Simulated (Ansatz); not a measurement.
Consider the following.

```
CELL_PARAMETERS angstrom
      5.08074     0.00000     0.00000
      2.54037     4.40005     0.00000
      0.00000     0.00000     5.95706
ATOMIC_POSITIONS crystal
  Pb 0.66667 0.66667 0.25000
  Pb 0.33333 0.33333 0.75000
  S  0.66667 0.66667 0.75000
  S  0.33333 0.33333 0.25000
```

No spin polarisation.

Level of theory: DFT with r2SCAN, PAW potentials and a 500 eV plane-wave cutoff in Ansatz (a quantum-chemistry and plane-wave program), no spin-orbit coupling. k-mesh 8×8×6 (Γ-centred); smearing 0.05 eV (Fermi–Dirac).

Question: Predict the pressure and space group.

Answer: The pressure (mean of the normal stresses, compression positive) comes out as -1.06 GPa. The space group is P6_3/mmc (No. 194).

The cells carry an imposed strain or load. Stability against distortions was not tested. The cell was made from PbS (space group P6_3/mmc, No. 194; a hypothetical phase, not in the database extracts checked) by this change: biaxial strain +1.59 %, plane normal [001], relaxed out of plane.
